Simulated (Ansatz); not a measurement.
Take BeS in the zinc blende structure (space group F-43m, No. 216) as the base.

```yaml
crystal:
  lattice:
    - [0.00000, 2.43431, 2.43431]
    - [2.43431, 0.00000, 2.43431]
    - [2.43431, 2.43431, 0.00000]
  atoms:
    - { symbol: Be, position: [0.00000, 0.00000, 0.00000] }
    - { symbol: S, position: [0.25000, 0.25000, 0.25000] }
```

Cartesian axes are those of the cell as printed.

Computed with Kohn–Sham DFT with the r2SCAN functional, run in Ansatz (a first-principles code) with PAW and 500 eV plane waves, no SOC.

The change: tensile biaxial strain of 1.67 % in the plane normal to [111], as in epitaxy on a mismatched substrate; the out-of-plane cell vector and the atoms relax.

Q: Predict the new hole mass.

A: The hole mass is 0.21 mₑ out of plane, 1.2 mₑ in plane (at Γ).

Q: What happens to the ratio −ε⊥/ε∥?

A: The ratio −ε⊥/ε∥ comes out as 0.36.

The levels and masses belong to the bands next to the band gap. Masses are band curvatures over ±0.01 Å⁻¹ around the edge. Stability against distortions was not tested.
